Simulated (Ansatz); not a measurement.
Start from Pt in the fcc (Cu type) structure (space group Fm-3m, No. 225; relaxed with 0.1 eV smearing).

```yaml
crystal:
  lattice:
    - [0.00000, 1.97088, 1.97088]
    - [1.97088, 0.00000, 1.97088]
    - [1.97088, 1.97088, 0.00000]
  atoms:
    - { symbol: Pt, position: [0.00000, 0.00000, 0.00000] }
```

Method: Ansatz (a first-principles code), r2SCAN, PAW, cutoff 500 eV, scalar-relativistic without spin-orbit coupling.

Strains are applied to the cell and any free atomic positions relax.

One change was made to it. Results:

The pressure goes from zero to 4.2 GPa; the energy rises by 3.0 meV/atom.

Q: Name the change that was made.
A) isotropic strain −0.50 %
B) isotropic strain −3.00 %
C) isotropic strain −1.00 %

A: A, isotropic strain −0.50 %. For comparison, the energy relative to the base in the other runs: isotropic strain −1.00 % gives +12 meV/atom; isotropic strain −3.00 % gives +120 meV/atom.

Whether these cells are dynamically stable was not tested. All final runs are without spin polarisation.
